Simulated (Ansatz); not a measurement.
Take GaN in the zinc blende structure (space group F-43m, No. 216; a = 4.4981 Å) as the base. Axes: x, y, z lie along the cube axes.

Computed with PBEsol/PAW in Ansatz (a quantum-chemistry and plane-wave program), scalar-relativistic without spin-orbit coupling.

The change: uniaxial strain ε_zz = +2.50 %, all other strain components held at zero, atoms relaxed at fixed cell.

Predict the stress tensor and what it implies for the stiffness.

Stress of the strained cell less that of the base (GPa, compression positive):
```
  -3.35    0.00    0.00
   0.00   -3.35    0.00
   0.00    0.00   -6.62
```

Then −Δσ_ii/ε with ε = 0.0250 gives secant stiffness values (nonlinear terms included at this strain): C33 ≈ 265 GPa, C13 ≈ 134 GPa and C23 ≈ 134 GPa.

As a check, the harmonic strain energy −½ V₀ Δσ:ε is 5.9 meV/atom; the computed energy rise is 5.9 meV/atom.

Whether these cells are dynamically stable was not tested. This is not the structure that GaN has at room temperature and ambient pressure.
